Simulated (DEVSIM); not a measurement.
**abrupt Si p-n junction**

System: abrupt Si p-n junction, at 300 K.

```csv
layer (left to right),material,thickness (μm),Nd (cm⁻³),Na (cm⁻³),τn (s),τp (s)
1,Si,0.960,-,4.4e18,4.4e-7,4.4e-7
2,Si,0.710,2.9e16,-,4.4e-7,4.4e-7
```

Left contact: ohmic. Right contact: ohmic. Voltage is applied to the left contact. Recombination: SRH at mid-gap, Auger. Mobility is μmin + (μ − μmin)/(1 + (N/Nref)^α).

This is a model device: material constants are rounded textbook-type values typed into the input, and sizes, dopings and lifetimes were drawn at random. Values at 300 K.

| parameter | Si |
|---|---|
| gap (eV) | 1.124 |
| affinity (eV) | 4.05 |
| permittivity | 11.7 |
| Nc (cm⁻³) | 2.86e19 |
| Nv (cm⁻³) | 3.1e19 |
| μn (cm²/Vs) | 1417 |
| μp (cm²/Vs) | 470 |
| μn,min | 52 |
| μp,min | 45 |
| Nref,n | 9.7e16 |
| Nref,p | 2.2e17 |
| αn | 0.68 |
| αp | 0.72 |
| Cn (cm⁶/s) | 2.8e-31 |
| Cp (cm⁶/s) | 9.9e-32 |

Model (solved in DEVSIM): 1D drift-diffusion, Boltzmann statistics, complete ionisation; no tunnelling, impact ionisation, image-force lowering or self-heating.

The potential step across the device at zero bias is 0.895 V and the largest field in the device at zero bias comes out as 140000 V/cm. The dark forward voltage at 1 A/cm² is 0.594 V and the dark forward voltage at 100 A/cm² comes out as 0.717 V.

Small-signal capacitance in reverse bias (quasi-static):

```json
[
 {"V (V)": "-0.04", "C (nF/cm²)": "53.1"},
 {"V (V)": "-0.1", "C (nF/cm²)": "51.3"},
 {"V (V)": "-0.2", "C (nF/cm²)": "48.6"},
 {"V (V)": "-0.3", "C (nF/cm²)": "46.3"},
 {"V (V)": "-0.4", "C (nF/cm²)": "44.3"},
 {"V (V)": "-0.6", "C (nF/cm²)": "41.0"},
 {"V (V)": "-0.8", "C (nF/cm²)": "38.4"},
 {"V (V)": "-1", "C (nF/cm²)": "36.2"},
 {"V (V)": "-1.3", "C (nF/cm²)": "33.5"},
 {"V (V)": "-1.6", "C (nF/cm²)": "31.4"},
 {"V (V)": "-2", "C (nF/cm²)": "29.1"}
]
```

Dark forward current:

(V (V), J (A/cm²)): (0.05, 6.1e-9); (0.10, 2.5e-8); (0.15, 9.6e-8); (0.25, 2.3e-6); (0.30, 1.4e-5); (0.35, 9.0e-5); (0.40, 0.00060); (0.50, 0.028); (0.55, 0.19); (0.60, 1.3); (0.65, 8.5); (0.75, 310); (0.80, 1400); (0.85, 4400)
